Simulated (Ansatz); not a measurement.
CsSnI3 (P4/mbm, No. 127, 10 atoms in the cell; start mp-616378; high-temperature phase) was calculated with LDA in Ansatz (plane waves, PAW).

Numerical settings: plane-wave cutoff 500 eV, 6×6×6 k mesh, gaussian smearing 0.02 eV, scalar-relativistic PAW data made under PBE.

Cell (relaxed at this level):

```cif
data_Cs2I6Sn2
_chemical_formula_sum 'Cs2 Sn2 I6'
_space_group_name_H-M_alt 'P4/mbm'
_space_group_IT_number 127
_space_group_name_Hall '-P 4 2ab'
_cell_length_a 8.35982
_cell_length_b 8.35982
_cell_length_c 6.15272
_cell_angle_alpha 90.000
_cell_angle_beta 90.000
_cell_angle_gamma 90.000
loop_
_atom_site_label
_atom_site_type_symbol
_atom_site_symmetry_multiplicity
_atom_site_Wyckoff_symbol
_atom_site_fract_x
_atom_site_fract_y
_atom_site_fract_z
_atom_site_occupancy
Cs1 Cs 2 d 0.00000 0.50000 0.00000 1
Sn1 Sn 2 b 0.50000 0.50000 0.50000 1
I1 I 4 h 0.18736 0.31264 0.50000 1
I2 I 2 a 0.00000 0.00000 0.00000 1
```

**Question.** Predict the band gap.

**Answer.** 
* **band gap**: 0.13 eV (on the SCF k mesh)

Note: the relaxation could not lower the start's symmetry, so the cell can be a saddle point above a distorted one.

Spin–orbit coupling is not included; with these elements it can move the gap by several tenths of an eV or more.

The computed numbers hold no vibrational or temperature effects.

A start named mp-… is a Materials Project structure, which need not be a measured phase.

Ansatz is a first-principles code.
